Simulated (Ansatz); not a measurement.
# A computed series for Ti4AlN3: pressure series

Consider Ti$_{4}$AlN$_{3}$ (space group P6_3/mmc, No. 194; a = 2.963 Å, c = 23.264 Å).

Cell and atoms are relaxed at each pressure.

Computed with PBEsol (Ansatz, a program for electronic structure, PAW, without spin-orbit coupling).

| pressure (GPa) | volume per atom (Å³/atom) |
|---|---|
| -2 | 11.159 |
| -1 | ? |
| 0 | 11.052 |
| 0.7 | 11.016 |
| 1.5 | 10.975 |
| 3 | 10.901 |
| 5 | 10.806 |
| 7.5 | 10.693 |
| 10 | 10.586 |

### Question
Fit the third-order Birch–Murnaghan form P(V) = (3B₀/2)[(V₀/V)^(7/3) − (V₀/V)^(5/3)]·[1 + (3/4)(B₀′ − 4)((V₀/V)^(2/3) − 1)] (squares taken in P) to the rows shown and predict the withheld row.

### Answer
Least squares on the printed values gives V₀ = 11.052 Å³/atom, B₀ = 212 GPa, B₀′ = 4.3; this predicts 11.105 Å³/atom, and the run gives 11.105 Å³/atom, in agreement.

Load acts through the strain it causes; cell and atoms are relaxed under it. Stability against distortions was not tested. No other phases were tried under pressure. The final runs are not spin-polarised.
